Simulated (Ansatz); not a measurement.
For NbP (model structure, started from the WC type, P-6m2, No. 187, 2 atoms in the cell), PBEsol in Ansatz (PAW) gives:

```
Quantity              Result
-------------------  -------
lattice parameter a  3.292 Å
c axis length        3.321 Å
```

**Question.** What does r²SCAN (PAW; Ansatz, a quantum-chemistry and plane-wave program) give for the same quantities?

**Answer.** 
- lattice constant a: 3.335 Å (increases by 1.3 %)
- lattice parameter c: 3.326 Å (increases by 0.2 %)

Changes are worked out from the printed values.

Unless a cell is named, each level is at its own relaxed cell (PBEsol 15.59, r²SCAN 16.02 Å³/atom).

Ansatz's density-functional and Hartree–Fock values are scalar-relativistic unless marked +SOC, with PAW data made under PBE.

A model structure was made by putting elements into a prototype or built by hand; it is no filed structure, need not be a known phase, and can be a saddle point held by its symmetry.
